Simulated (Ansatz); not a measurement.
# TiC: stress against strain

TiC (rock salt, Fm-3m, 9.892 Å³/atom at rest) under an equal strain ε in the (111) plane with the normal axis free, as in a coherent film. PBEsol in Ansatz, a plane-wave DFT program (PAW, default set), 420 eV, 23×23×23 Γ-centred mesh, Fermi-Dirac smearing 0.10 eV; ions are relaxed within the symmetry of each cell. Stress is positive for a compressed cell.

Here s stands for strain and y for stress xx.

| strain (%) | stress xx (GPa) |
|---|---|
| -1.25 | 7.30 |
| -0.83 | 4.77 |
| -0.42 | 2.38 |
| 0.00 | 0.00 |
| 0.42 | -2.30 |
| 0.83 | -4.49 |
| 1.25 | -6.65 |
| 2.50 | ? |

Question: Fit y against s with a straight line, and predict the withheld value at s = 2.50.

Answer: Means: s 0, y 0.144. About the means, the sum of products is -27.089 and the sum of squares of s is 4.8556; the slope is their ratio. Least squares gives y = 0.144 - 5.5789·s. Residuals (row less fit): 0.182, -0.004, -0.107, -0.144, -0.101, -0.004, 0.180; standard error 0.147 (degrees of freedom: 5). The slope gives the biaxial elastic modulus of this plane = 558 ± 7 GPa. At the withheld row, y = 0.144 - 5.5789 × 2.50 = -13.803 GPa. The calculation gives -12.72 GPa, 1.083 GPa above the prediction (5.4 % of the range of y in the table). The row lies outside the fitted rows, so this is an extrapolation. From the scatter of the fitted rows alone, a prediction at this place has a standard error of 0.229 GPa, so the miss is 4.7 times that.

One order more, fitted to all 13 runs of the series, follows each within 0.02, so the miss is the next term of a smooth law. In a metal these values are sensitive to mesh and smearing; energies are taken to zero smearing, stresses follow the free energy. Rows are the converged runs of the series near zero and its far end; series whose fitted rows scatter by over a few per cent of the range, as at a crossing or softening among them, aren't shown in this form. Most that stay on the fit to the last digits aren't either.
